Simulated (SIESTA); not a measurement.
**Variants of one calculation on Hf₂Ni₇ (C2/m, 9 atoms in the cell)**

```
Hf2Ni7
1.0
    2.24925    -3.95388     0.00000
    2.24925     3.95388     0.00000
   -1.67670     0.00000     5.81276
Hf Ni
2 7
Direct
  0.89343   0.89343   0.22834
  0.10657   0.10657   0.77166
  0.00000   0.50000   0.50000
  0.50000   0.00000   0.50000
  0.53641   0.20709   0.15513
  0.46359   0.79291   0.84487
  0.79291   0.46359   0.84487
  0.20709   0.53641   0.15513
  0.50000   0.50000   0.50000
```

Base run A: GGA PBEsol, numerical atomic orbitals DZP, PseudoDojo PBEsol standard norm-conserving potentials (rewritten from UPF to PSML) in SIESTA, self-consistent single point.

Its settings: XC.functional = GGA; XC.authors = PBEsol; potentials = PseudoDojo PBEsol standard; PAO.BasisSize = DZP; PAO.EnergyShift = 0.01 Ry; MeshCutoff = 350 Ry; kgrid.MonkhorstPack = 5 5 4; OccupationFunction = FD; ElectronicTemperature = 1160.45 K; MaxSCFIterations = 150; SCF.Mixer.Method = Pulay; SCF.Mixer.Weight = 0.2; SCF.Mixer.History = 6; SCF.DM.Tolerance = 1.0E-04.

The starting cell comes from a database of computed structures (which also holds hypothetical and non-ambient phases and stackings), without a prior relaxation at this level. Its lattice was rescaled by a random factor within 2.5 % of one. Spin polarisation is off. Values carry the incompleteness of an atom-centred basis. In the base run, with a pressure of about 13 GPa the cell is away from its equilibrium volume at this level.

Run A gave: pressure (GPa) 12.52; largest force (eV/Å) 0.076.

Runs:
- B: XC.functional: GGA → LDA; XC.authors: PBEsol → PW92; pseudopotentials: PseudoDojo PBEsol standard → PseudoDojo LDA standard [LDA PW92]
- C: XC.authors: PBEsol → BLYP; pseudopotentials: PseudoDojo PBEsol standard → PseudoDojo PBE standard [GGA BLYP]

### Question
What does run B change against A?

### Answer
The pressure goes from 12.52 to 3.97 GPa and the largest force goes from 0.076 to 0.115 eV/Å.

### Question
What does run C change against A?

### Answer
The pressure goes from 12.52 to 30.63 GPa and the largest force goes from 0.076 to 0.199 eV/Å.

| run | pressure (GPa) | largest force (eV/Å) |
|---|---|---|
| A | 12.52 | 0.076 |
| B | 3.97 | 0.115 |
| C | 30.63 | 0.199 |

Left out of this page: 5 runs of the series held back from this collection.
